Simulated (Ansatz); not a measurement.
Sn: pressure series

The parent structure is Sn (space group I4/mmm, No. 139).

```cif
data_Sn2
_chemical_formula_sum 'Sn2'
_space_group_name_H-M_alt 'I4/mmm'
_space_group_IT_number 139
_space_group_name_Hall '-I 4 2'
_cell_length_a 3.28137
_cell_length_b 3.28137
_cell_length_c 4.91984
_cell_angle_alpha 90.000
_cell_angle_beta 90.000
_cell_angle_gamma 90.000
loop_
_atom_site_label
_atom_site_type_symbol
_atom_site_symmetry_multiplicity
_atom_site_Wyckoff_symbol
_atom_site_fract_x
_atom_site_fract_y
_atom_site_fract_z
_atom_site_occupancy
Sn1 Sn 2 a 0.00000 0.00000 0.00000 1
```
(The calculation used a cell of 1 atom; values per cell refer to that cell.)

Cell and atoms are relaxed at each pressure.

All numbers come from Kohn–Sham DFT with the PBEsol functional, run in Ansatz (a program for electronic structure) with PAW and 420 eV plane waves, no spin-orbit coupling.

Notes on the quantities. enthalpy: H = E + PV relative to the base's energy.

```tsv
change	lattice parameter a	enthalpy	c/a ratio
base	3.281 Å	–	1.499
pressure −2 GPa	3.333 Å	-0.34 eV/atom	1.489
pressure −1 GPa	3.305 Å	-0.17 eV/atom	1.495
pressure 0.3 GPa	3.275 Å	+0.05 eV/atom	1.500
pressure 0.7 GPa	3.267 Å	+0.11 eV/atom	1.500
pressure 1.5 GPa	3.252 Å	+0.24 eV/atom	1.501
pressure 3 GPa	3.224 Å	+0.48 eV/atom	1.506
pressure 5 GPa	3.194 Å	+0.79 eV/atom	1.508
pressure 7.5 GPa	3.158 Å	+1.17 eV/atom	1.513
pressure 10 GPa	3.128 Å	+1.54 eV/atom	1.516
```

Load acts through the strain it causes; cell and atoms are relaxed under it. Stability against distortions was not tested. Competing high-pressure phases were not computed. This is not the structure that Sn has at room temperature and ambient pressure.
